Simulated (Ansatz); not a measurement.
For SnO₂ (P4₂/mnm, No. 136, 6 atoms in the cell; start mp-550172), PBE-D3(BJ) in Ansatz (PAW) gives:

| Property | Result |
|---|---|
| lattice constant a | 4.794 Å |
| lattice parameter c | 3.230 Å |
| cohesive energy | 4.97 eV/atom |

What does r²SCAN+rVV10 (Ansatz, a quantum-chemistry and plane-wave program, PAW) give for the same quantities?


- lattice constant a: 4.745 Å (falls by 1.0 %)
- lattice parameter c: 3.199 Å (falls by 1.0 %)
- cohesive energy: 5.01 eV/atom (grows by 0.04 eV/atom)

Changes are worked out from the printed values.

Unless a cell is named, each level is at its own relaxed cell (PBE-D3(BJ) 12.37, r²SCAN+rVV10 12.00 Å³/atom).

Levels without +SOC leave out spin–orbit coupling, which shifts energies and cells of such heavy elements.

Caveats: the relaxation could not lower the start's symmetry, so the cell can be a saddle point above a distorted one (PBE-D3(BJ), r²SCAN+rVV10). Ansatz's density-functional and Hartree–Fock values are scalar-relativistic unless marked +SOC, with PAW data made under PBE.

A start named mp-… is a Materials Project structure, which need not be a measured phase.
